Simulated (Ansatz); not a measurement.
Consider Li in the bcc (W type) structure (space group Im-3m, No. 229; a = 3.4343 Å; relaxed with 0.1 eV smearing). Axes: x, y, z lie along the cube axes.

Computed with DFT with PBEsol, PAW potentials and a 420 eV plane-wave cutoff in Ansatz (a program for electronic structure), scalar-relativistic without spin-orbit coupling.

The change: biaxial strain −3.00 %, plane normal [001], relaxed out of plane (Cartesian); in-plane vectors clamped, the third vector and the atoms free.

### Question
What happens to the out-of-plane strain?

### Answer
The out-of-plane strain is +6.28 %.

### Question
How does this affect the in-plane stress?

### Answer
The mean in-plane stress (compression positive) comes out as 0.0 GPa.

No phonon test of stability was made.
